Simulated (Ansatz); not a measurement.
For Ta2O5 (I4/mmm, No. 139, 7 atoms in the cell; start mp-1218001), LDA in Ansatz (plane waves, PAW) gives:

```
Property                  Result
------------------  ------------
lattice constant a       5.204 Å
c axis length            9.541 Å
bulk modulus B0          157 GPa
cohesive energy     8.41 eV/atom
band gap                 1.59 eV
```

Problem. What does r²SCAN (plane waves, PAW; Ansatz, a quantum-chemistry and plane-wave program) give for the same quantities?

Solution. 
- lattice constant a: 5.247 Å (increases by 0.8 %)
- lattice parameter c: 9.553 Å (goes up by 0.1 %)
- bulk modulus: 152 GPa (decreases by 3.2 %)
- cohesive energy: 7.22 eV/atom (drops by 1.19 eV/atom)
- band gap: 2.15 eV (goes up by 0.56 eV)

Changes are worked out from the printed values.

Unless a cell is named, each level is at its own relaxed cell (LDA 18.46, r²SCAN 18.78 Å³/atom).

Levels without +SOC leave out spin–orbit coupling, which shifts energies and cells of such heavy elements.

Spin–orbit coupling is included only where a level's name says +SOC; with heavier elements it mostly lowers gaps and can invert bands. Density-functional gaps are differences of (generalised) Kohn–Sham levels.

Caveats: the bulk modulus is −V dP/dV from two relaxed cells at ±2 % in volume (LDA, r²SCAN); the relaxation could not lower the start's symmetry, so the cell can be a saddle point above a distorted one (LDA, r²SCAN). Ansatz's density-functional and Hartree–Fock values are scalar-relativistic unless marked +SOC, with PAW data made under PBE.

A start named mp-… is a Materials Project structure, which need not be a measured phase.
